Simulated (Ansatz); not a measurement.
The parent structure is TlI3 in the ReO3 type structure (space group Pm-3m, No. 221; a hypothetical phase, not in the database extracts checked).

```cif
data_I3Tl
_chemical_formula_sum 'Tl1 I3'
_space_group_name_H-M_alt 'Pm-3m'
_space_group_IT_number 221
_space_group_name_Hall '-P 4 2 3'
_cell_length_a 6.04776
_cell_length_b 6.04776
_cell_length_c 6.04776
_cell_angle_alpha 90.000
_cell_angle_beta 90.000
_cell_angle_gamma 90.000
loop_
_atom_site_label
_atom_site_type_symbol
_atom_site_symmetry_multiplicity
_atom_site_Wyckoff_symbol
_atom_site_fract_x
_atom_site_fract_y
_atom_site_fract_z
_atom_site_occupancy
Tl1 Tl 1 a 0.00000 0.00000 0.00000 1
I1 I 3 d 0.00000 0.00000 0.50000 1
```

All numbers come from r2SCAN in Ansatz (plane waves to 500 eV, PAW, without spin-orbit coupling).

Before the change:

| Item | Value |
|---|---|
| Lattice parameter a | 604.8 pm |

The change: full substitution I → C, then cell and atoms are relaxed.

Tabulated Pauling electronegativity and covalent radius: I 2.66, 1.39 Å; C 2.55, 0.76 Å.

What happens to the lattice parameter a?

The lattice parameter a drops by 154.4 pm, from 604.8 pm to 450.4 pm.

Whether these cells are dynamically stable was not tested. As relaxed here, TlC3 is a hypothetical phase, not in the database extracts checked. The final runs are not spin-polarised. An odd electron count without spin: TlC3.

Ansatz is a quantum-chemistry and plane-wave program.
